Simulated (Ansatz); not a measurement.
An Ansatz (a first-principles code) input (PBEsol (Ansatz), spin-orbit coupling left out, earlier PAW set):

Ansatz 0.2 input:
```yaml
crystal:
  lattice:
    - [2.5744988858, 0, 0]
    - [-1.2872494429, 2.2295814372, 0]
    - [0, 0, 4.6397351319]
  atoms:
    - { symbol: V, position: [0.3333333333, 0.6666666667, 0.75] }
    - { symbol: V, position: [0.6666666667, 0.3333333333, 0.25] }
basis: { ecutwfc: 420, ecutrho_ratio: 4, xc_grid: 2, fft_grid_basis: typed }
kpoints: { mp_grid: { grid: [21, 21, 10] } }
hamiltonian:
  xc: pbesol
  dispersion: none
  pseudopotentials: { azcp: { folder: ./paw }, kind: paw }
scf: { occupations: { method: fermi_dirac, width: 0.05 }, convergence: { dr2_threshold: 0.0000000002 } }
output: { forces: true, stress: true }
checkpoint: { write: state.ck, write_every: 1000 }
```

### Question
Which symmetry and how many k-points will the program report, and about how many plane waves at Γ?

### Answer
Space group P63/mmc (ITA 194) with 24 operations, k-points 288 of 4410, and 513 plane waves at Γ.

Whether these cells are dynamically stable was not tested. Seeded moments were not kept for Sc → V. The final runs are not spin-polarised. The cell was made from Sc by this change: Sc → V; the result is a model cell, its experimental status unchecked. This is not the structure that V has at room temperature and ambient pressure.
